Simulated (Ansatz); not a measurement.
# Effect of isotropic strain −2.25 % on SiO2

Take SiO2 (space group P3_221, No. 154; a = 4.949 Å, c = 5.441 Å) as the base.

Now apply this change: the cell is scaled by 0.9775 in all directions, atoms relaxed at fixed cell.

Level of theory: PBEsol (Ansatz, a first-principles code), no SOC. Γ-centred 8×8×6 mesh, Fermi–Dirac width 0.05 eV.

The volume per atom falls by 0.846 Å³ (12.82 Å³ → 11.98 Å³) and the shortest interatomic distance drops by 0.0029 Å, from 1.619 Å to 1.617 Å. The energy goes up by 6.6 meV/atom and the band gap goes up by 0.17 eV to 5.89 eV. The gap character remains indirect, K → Γ and the smallest direct gap increases by 0.11 eV (6.03 eV → 6.14 eV). The mean gap deformation potential ΔEg/Δln V comes out as -2.6 eV and the width of the top valence band drops by 0.03 eV, from 0.57 eV to 0.54 eV. The electron mass changes from 0.50 mₑ (at Γ) to 0.48 mₑ (at Γ) and the largest internal atomic displacement amounts to 0.125 Å.

Final structure:

```
CELL_PARAMETERS angstrom
      4.83764     0.00000     0.00000
     -2.41882     4.18952     0.00000
      0.00000     0.00000     5.31905
ATOMIC_POSITIONS crystal
  Si 0.00000 0.45977 0.33333
  Si 0.54023 0.54023 0.00000
  Si 0.45977 0.00000 0.66667
  O  0.28399 0.40710 0.22854
  O  0.59290 0.87689 0.89521
  O  0.71601 0.12311 0.43813
  O  0.87689 0.59290 0.10479
  O  0.40710 0.28399 0.77146
  O  0.12311 0.71601 0.56187
```

Effective masses come from finite differences of ±0.01 Å⁻¹. No phonon test of stability was made.
